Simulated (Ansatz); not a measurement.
# 1T (CdI2-type) GeI₂ (model structure)

Computed with HSE06 in Ansatz (PAW).

Settings: plane-wave cutoff 500 eV, 6×6×4 k mesh (along the axes of the cell as run), gaussian smearing 0.02 eV, scalar-relativistic PAW data made under PBE.

Cell (relaxed at this level):

GeI2 has the trigonal space group P-3m1 (No. 164), the CdI2 type structure, Pearson symbol hP3. Cell: a = b = 4.2744 Å, c = 7.5055 Å, α = β = 90.00°, γ = 120.00°. Ge on 1a is coordinated by 6 I at 3.011 Å (octahedral). I on 2d is surrounded by 3 Ge at 3.011 Å (trigonal pyramidal). (Neighbours: up to the widest gap in distance over summed covalent radii, below 1.35, at either atom.)

```yaml
band_gap: 2.68 eV (on the SCF k mesh)
```

Note: the relaxation could raise the start's symmetry but not lower it, so the cell can be a saddle point; the cell has widely spaced layers and the level no dispersion term, so their spacing and the moduli can rest on weak binding.

Spin–orbit coupling is not included; with these elements it can move the gap by several tenths of an eV or more.

Computed values are for the static lattice.

A model structure was made by putting elements into a prototype or built by hand; it is no filed structure, need not be a known phase, and can be a saddle point held by its symmetry.

Ansatz is an electronic-structure program.
